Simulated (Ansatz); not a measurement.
beta tin (1 1 0) on 3C silicon carbide (1 1 0) (film strained to the substrate, started from cuts of the bulks and a machine-learned relaxation; slabs C20Si20 and Sn12, which can lie off the formulas)

A periodic stack without vacuum, beta tin (1 1 0) on 3C silicon carbide (1 1 0) (film strained to the substrate, started from cuts of the bulks and a machine-learned relaxation; slabs C20Si20 and Sn12, which can lie off the formulas): substrate slab C20Si20, film Sn12, surface cells [[0, -1], [2, -1]] and [[-2, -1], [-2, -2]], film strained by -4.0 and +4.4 %, outermost planes CSi/CSi and Sn/Sn as cut, which need not be the usual terminations and can put a slab off its formula.

The start was prepared with a machine-learned potential, and the result is one local minimum, with the in-plane cell held and forces under 0.04 eV/Å; the film can end far from its bulk form.

All values below come from PBE (plane waves to 420 eV, PAW; Ansatz, a first-principles code). Scalar-relativistic, without spin–orbit coupling; the runs are not spin-polarised. Its k-point mesh 9×3×1, Fermi–Dirac width 0.05 eV.

```
Property                                                                                   Result
--------------------------------------------------------------------------------  ---------------
interface area                                                                            27.1 Å²
period                                                                                    28.28 Å
heights between the nearest atoms of the two slabs at the two interfaces          1.77 and 1.78 Å
C–Sn contacts across the interfaces within 1.22 times the sum of covalent radii    4, mean 2.31 Å
Si–Sn contacts across the interfaces within 1.22 times the sum of covalent radii   4, mean 2.78 Å
hole barrier (PBE)                                                                        1.05 eV
electron barrier (PBE)                                                                    0.32 eV
```

```
Sn3C5Si5
1.0
    3.09709     0.00020     0.01643
    3.09727     8.75935    -0.11467
    0.66921     0.65549    28.27694
C Si Sn
20 20 12
Direct
  0.21995   0.07394   0.03324
  0.80118   0.57383   0.03319
  0.49876   0.32236   0.08803
  0.99683   0.82243   0.08794
  0.23872   0.07025   0.14263
  0.73246   0.57030   0.14262
  0.47288   0.31881   0.19745
  0.97301   0.81885   0.19744
  0.21038   0.06729   0.25219
  0.71085   0.56730   0.25218
  0.44811   0.31585   0.30698
  0.94842   0.81582   0.30698
  0.18604   0.06440   0.36173
  0.68575   0.56444   0.36172
  0.42649   0.31287   0.41653
  0.92070   0.81305   0.41657
  0.15984   0.06204   0.47122
  0.66137   0.56225   0.47106
  0.35911   0.31113   0.52576
  0.93540   0.81100   0.52603
  0.36664   0.94708   0.08765
  0.87974   0.44686   0.08771
  0.59979   0.19457   0.03415
  0.17959   0.69458   0.03405
  0.34859   0.94379   0.19743
  0.84745   0.44375   0.19742
  0.61383   0.19506   0.14274
  0.10783   0.69500   0.14272
  0.32337   0.94083   0.30698
  0.82319   0.44082   0.30697
  0.58536   0.19229   0.25224
  0.08588   0.69227   0.25223
  0.29601   0.93781   0.41649
  0.80178   0.43762   0.41644
  0.56164   0.18931   0.36177
  0.06036   0.68938   0.36179
  0.31354   0.93270   0.52544
  0.73816   0.43234   0.52516
  0.52987   0.18658   0.47150
  0.04191   0.68667   0.47149
  0.19546   0.64412   0.58864
  0.40934   0.14659   0.58921
  0.03919   0.87820   0.66820
  0.10106   0.38986   0.66875
  0.70599   0.14600   0.73939
  0.71760   0.65578   0.74214
  0.69142   0.40173   0.81612
  0.64406   0.91336   0.81989
  0.00108   0.62992   0.88794
  0.04757   0.14989   0.89300
  0.30970   0.90992   0.97041
  0.09094   0.40989   0.97041
```
